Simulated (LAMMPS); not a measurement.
LAMMPS 22 Jul 2025, classical MD, EAM (Finnis-Sinclair form) (Fe_mm.eam.fs): Fe, 128000 atoms.

```text
units metal
atom_style atomic
read_data unit.data
replicate 40 40 40
pair_style eam/fs
pair_coeff * * Fe_mm.eam.fs Fe
velocity all create 1600 4928 dist gaussian loop geom
fix 1 all nve
fix 2 all langevin 800 800 0.08 9876 zero yes
timestep 0.002
thermo 100
run 300
reset_timestep 0
write_restart start.rst
```

```text
read_restart start.rst
pair_style eam/fs
pair_coeff * * Fe_mm.eam.fs Fe
neighbor 2.0 bin
neigh_modify every 1 delay 0 check yes
fix 1 all nve
timestep 0.002
thermo_style custom step temp pe etotal press
thermo_modify format float %.10g
thermo 100
group probe id 1:48
dump probe probe custom 1000000 forces.txt id fx fy fz
dump_modify probe sort id format float %.8g
run 800
```

box: 114.6 × 114.6 × 114.6 Å.

start: generated bcc lattice, warmed in an untimed run.

Compared values: energy and forces of the first step, drift over the run.

It runs on a single node (Arm Neoverse V2, 96 cores on 1 socket, no SMT, 1 L3 cache group).

Times are wall-clock medians of two to five runs, from launch to exit, with nothing else on the machine. Processes are pinned to neighbouring cores unless said otherwise. The times hold for this build (PyPI wheel: MPICH, OPENMP and OPT packages). Scratch files lie in a memory file system. A preparatory run goes ahead and isn't timed.

Started as
```bash
# ahead of the timed run: OMP_NUM_THREADS=1 mpirun -np 48 lmp -in in.warm -log none -nocite
OMP_NUM_THREADS=1 mpirun -np 32 lmp -in in.lmp -log log.lammps -nocite
```
(32 ranks, skin = 2 Å, neigh_modify = every 1 delay 0 check yes) it takes 4.7 s and 19 neighbour list builds.

Q: Predict the time once the run is changed to skin = 0.5 Å, neigh_modify = every 50 delay 0 check no.

A: About 2.9 s (3 runs within 1 %): 1.6× as fast. List entries an atom go from 70 to 31, Neigh from 0.13 to 0.048 s and Pair from 4.2 to 2.5 s. Neighbour list builds go from 19 to 16. Change in the result: energy equal as printed, forces on 48 atoms equal as printed, drift of the total energy under 0.001 meV an atom.
